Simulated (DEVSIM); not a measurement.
Structure: double heterostructure, Ge between p- and n-type Si, at 250 K.

```csv
layer (left to right),material,thickness (μm),Nd (cm⁻³),Na (cm⁻³),τn (s),τp (s)
1,Si,0.250,-,1.9e18,1.8e-6,1.8e-6
2,Ge,0.0210,1.7e15,-,1.8e-6,1.8e-6
3,Si,0.670,7.6e17,-,1.8e-6,1.8e-6
```

Left contact: ohmic. Right contact: ohmic. Voltage is applied to the left contact. Recombination: SRH at mid-gap, radiative. Mobility is μmin + (μ − μmin)/(1 + (N/Nref)^α).

This is a model device: material constants are rounded textbook-type values typed into the input, and sizes, dopings and lifetimes were drawn at random. Values at 300 K; Nc and Nv go as T^1.5, mobilities as T to minus their exponent, the gap by Varshni's rule with the affinity fixed.

```tsv
parameter	Si	Ge
gap (eV)	1.124	0.664
affinity (eV)	4.05	4
permittivity	11.7	16
Nc (cm⁻³)	2.86e19	1.04e19
Nv (cm⁻³)	3.1e19	6e18
μn (cm²/Vs)	1417	3900
μp (cm²/Vs)	470	1900
μn,min	52	150
μp,min	45	100
Nref,n	9.7e16	2.6e17
Nref,p	2.2e17	4e17
αn	0.68	0.56
αp	0.72	0.6
T exponent of μn	2.3	1.66
T exponent of μp	2.2	2.33
B (cm³/s)	4.7e-15	6.4e-14
Varshni α (eV/K)	0.000473	0.000477
Varshni β (K)	636	235
```

DEVSIM, 1D drift-diffusion, Boltzmann statistics, complete ionisation; no tunnelling, impact ionisation, image-force lowering or self-heating. Band offsets follow the typed affinities; no thermionic-emission limit at abrupt steps, no polarisation charge.

Give the dark forward current.


(V (V), J (A/cm²)): (0.05, 1.7e-8); (0.10, 7.8e-8); (0.20, 1.1e-6); (0.25, 3.9e-6); (0.35, 4.8e-5); (0.40, 0.00018); (0.45, 0.00070); (0.55, 0.015); (0.60, 0.062); (0.65, 0.21); (0.75, 2.9); (0.80, 15); (0.90, 580); (0.95, 3600)
